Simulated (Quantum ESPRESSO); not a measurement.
Quantum ESPRESSO is run on Re (P6_3/mmc, 2 atoms in the cell), and the run fails. The aim is a self-consistent single point with DFT, revPBE, plane waves, PSlibrary ultrasoft (PBE) pseudopotentials.

Cell that was meant: a = 2.7582 Å, b = 2.7582 Å, c = 4.4619 Å, α = 90.00°, β = 90.00°, γ = 120.00°.

Part of the input:

```fortran
/
&ELECTRONS
    conv_thr = 1e-10
    electron_maxstep = 5
    mixing_beta = 0.5
/
ATOMIC_SPECIES
```

Log, with long lists cut:

```
     Self-consistent Calculation

     iteration #  1     ecut=    60.00 Ry     beta= 0.50

     Threshold (ethr) on eigenvalues was too large:
     Diagonalizing with lowered threshold

     total energy              =    -356.14974991 Ry
     estimated scf accuracy    <       0.06758366 Ry

     iteration #  2     ecut=    60.00 Ry     beta= 0.50

     total energy              =    -356.15775232 Ry
     estimated scf accuracy    <       0.00308826 Ry

     iteration #  3     ecut=    60.00 Ry     beta= 0.50

     total energy              =    -356.15813688 Ry
     estimated scf accuracy    <       0.00032863 Ry

     iteration #  4     ecut=    60.00 Ry     beta= 0.50

     total energy              =    -356.15816028 Ry
     estimated scf accuracy    <       0.00001051 Ry

     iteration #  5     ecut=    60.00 Ry     beta= 0.50

     total energy              =    -356.15816307 Ry
     estimated scf accuracy    <       0.00000038 Ry
     End of self-consistent calculation

     convergence NOT achieved after   5 iterations: stopping

   JOB DONE.
```

Task: What caused this, and what should be changed?

Result: The fault is an iteration limit that is too low. The loop is cut before its threshold is met, so whatever is printed at the end is not self-consistent. To fix it, raise the limit, or leave it to the default. The run ended unconverged after 5 iterations.

An input that runs soundly differs in these lines (not the only fix; some lines may just follow from the change or write a value another way):
```diff
-    electron_maxstep = 5
```

With that input, the run converged in 9 iterations: free energy E − TS -4845.7787 eV; Fermi level (on the code's own zero) 24.30 eV; pressure 7.85 GPa (DFT, revPBE, plane waves, PSlibrary ultrasoft (PBE) pseudopotentials).

On the sound input: the starting cell comes from a database of computed structures (which also holds hypothetical and non-ambient phases and stackings), without a prior relaxation at this level. Its lattice was rescaled by a random factor within 2.5 % of one. Spin polarisation is off. With a pressure of about 8 GPa the cell is away from its equilibrium volume at this level.
